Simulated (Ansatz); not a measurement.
Input:

```xyz
5
Lattice="5.5300 0.0000 0.0000 2.7650 4.7892 0.0000 2.7650 -1.5964 2.3118" Properties=species:S:1:pos:R:3 pbc="T T T"
Ba     0.0000     0.0000     0.0000
Ti     2.7650     1.5964     1.1559
O      2.7650     0.0000     0.0000
O      1.3825     2.3946     0.0000
O      4.1475     2.3946     0.0000
```

No spin polarisation.

Method: PBEsol (Ansatz, a quantum-chemistry and plane-wave program, PAW, scalar-relativistic without spin-orbit coupling). Settings: 8×8×8 k-points, 0.05 eV Fermi–Dirac smearing.

Question: Predict the gap character, in-plane stress and band gap.

Answer: The gap character is indirect, T → Γ and the mean in-plane stress (compression positive) comes out as +6.2 GPa. The band gap comes out as 1.81 eV.

The cells carry an imposed strain or load. Whether these cells are dynamically stable was not tested. All final runs are without spin polarisation. The cell was made from BaTiO3 in the cubic perovskite structure (space group Pm-3m, No. 221) by this change: biaxial strain −1.50 %, plane normal [111], relaxed out of plane. Many cubic perovskites are stable only at high temperature; tilts and polar distortions were not tested. This is not the structure that BaTiO3 has at room temperature and ambient pressure.
